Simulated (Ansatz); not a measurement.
BP under load (space group Imm2), r2SCAN with spin-orbit coupling, rigid bands (Ansatz, a quantum-chemistry and plane-wave program). Condition of this run: uniaxial stress along [110] of -1 GPa (compression positive) (the target of the relaxation). Band gap 1.38 eV, N_c = 2.44e19 cm⁻³ and N_v = 1.75e19 cm⁻³ at 300 K, conductivity masses along z (a = (0.00, 2.27, 2.27) Å; b = (2.27, 0.00, 2.27) Å; c = (2.27, 2.27, 0.00) Å) of 0.438 mₑ (electrons) and 0.397 mₑ (holes). Take k_BT = 0.02585 eV.

### Question
Find the intrinsic carrier density and the intrinsic Fermi level.

### Answer
n_i = √(N_c N_v) exp(−E_g/2k_BT) = 2.07e19 × exp(−26.69) = 5.3e7 cm⁻³. The level lies (k_BT/2) ln(N_v/N_c) = -4 meV from mid-gap (positive towards the conduction band). Each 0.1 eV added to the gap lowers n_i by a factor of 6.9.

### Question
What built-in voltage has an abrupt junction with N_A = 1e16 and N_D = 1e17 cm⁻³, all dopants ionised?

### Answer
V_bi = E_g/e − (k_BT/e) ln(N_c N_v/(N_A N_D)) = 1.38 − 0.02585 × 12.96 = 1.04 V, for the computed gap.

### Question
A film of it is 3 nm thick, with its normal along the direction named. Estimate the confinement energies in an infinite well.

### Answer
ħ²π²/(2m t²) = 0.376 eV·nm²/(m/mₑ × t²) gives 95.4 meV for electrons and 105 meV for holes, so the gap would widen to about 1.58 eV. Finite barriers and nonparabolic bands lower this, and with several valleys or bands the heaviest mass along the normal sets the lowest level, not this average.

Rigid bands with the computed gap; masses take one relaxation time for all states.
